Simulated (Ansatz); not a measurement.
System: Ga (model structure, started from the hcp type, P6₃/mmc, No. 194, 2 atoms in the cell). Method: LDA (plane waves, PAW; Ansatz, a quantum-chemistry and plane-wave program).

Run with plane-wave cutoff 520 eV, 24×24×12 k mesh (along the axes of the cell as run), Fermi–Dirac smearing 0.05 eV, scalar-relativistic PAW data made under PBE.

Cell (relaxed at this level):

Space group P6₃/mmc (No. 194); a = b = 2.8822 Å, c = 4.7891 Å, α = β = 90.00°, γ = 120.00°

| atom | site | symmetry | x | y | z |
|---|---|---|---|---|---|
| Ga | 2c | -6m2 | 0.3333 | 0.6667 | 0.2500 |

Problem. Give the computed bulk modulus B0.

Solution. 
- bulk modulus B0: 63.2 GPa

The run finds no gap.

Note: the bulk modulus is −V dP/dV from two relaxed cells at ±2 % in volume; the relaxation could raise the start's symmetry but not lower it, so the cell can be a saddle point.

The computed numbers hold no vibrational or temperature effects.

Cost on a shared machine: roughly 90 core-seconds.

A model structure was made by putting elements into a prototype or built by hand; it is no filed structure, need not be a known phase, and can be a saddle point held by its symmetry.
